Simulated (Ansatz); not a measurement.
The starting structures come from a database of crystals and need not be the phases stable at ambient conditions.

By PBEsol, the system below comes out a metal.

Crystal: YB2 (P6/mmm, not sure to be the ambient phase, 3 atoms a cell, 12.1 Å³ an atom, -4 GPa at this level); planes in its conventional cell.

All values below come from PBEsol (plane waves, PAW; Ansatz, an electronic-structure program).

Ballistic conductance counts the channels of both spins, as a mean over 0.1 eV about the Fermi level; spin-orbit coupling is left out.

```tsv
plane	area (Å²)	G/A (10¹⁵ S/m²)
(100)	12.7	0.69
(001)	9.4	___
(110)	22.1	___
```

Task: Some entries are withheld; supply them.

Result: 
- (001), G/A (10¹⁵ S/m²): 0.55
- (110), G/A (10¹⁵ S/m²): 0.70
